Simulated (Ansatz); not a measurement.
**Pd under a change: 7 layers**

Take Pd in the fcc (Cu type) structure (space group Fm-3m, No. 225; a = 3.908 Å) as the base. Axes: x, y, z lie along the cube axes.

Modification: a free-standing slab of 7 layers (7 atoms, 1 a layer) is cut normal to [111], with 15 Å of vacuum and the in-plane cell held at bulk.

All numbers come from DFT with r2SCAN, PAW potentials and a 500 eV plane-wave cutoff in Ansatz (an electronic-structure program), without spin-orbit coupling. Γ-centred 19×19×1 mesh, Fermi–Dirac width 0.05 eV, for the changed cell.

```tsv
quantity	base	changed	shift
layer's space group (with vacuum)	–	P-3m1 (No. 164)	–
band gap	zero	zero	–
excess energy per area of both faces (slab less bulk energy over the cell's area: twice a surface energy) (uncertain by up to 0.2 J/m²)	–	3.0 J/m²	–
thickness between the outermost nuclei	–	13.54 Å	–
change of the spacing d12 from its bulk value of 2.256 Å	–	+0.5 %	–
change of the spacing d23 from its bulk value of 2.256 Å	–	-0.3 %	–
```

Final structure:

```
CELL_PARAMETERS angstrom
      2.76363     0.00000     0.00000
      1.38181     2.39337     0.00000
      0.00000     0.00000    28.53895
ATOMIC_POSITIONS crystal
  Pd 0.33333 0.83333 0.26275
  Pd 0.00000 0.50000 0.34221
  Pd 0.66667 0.16667 0.42107
  Pd 0.33333 0.83333 0.50000
  Pd 0.00000 0.50000 0.57893
  Pd 0.66667 0.16667 0.65779
  Pd 0.33333 0.83333 0.73725
```

Slab and bulk use different k-meshes, which limits the precision of the excess energy. No phonon test of stability was made. The final runs are not spin-polarised. Pd has a high density of states at the Fermi level and may be magnetic at this level.
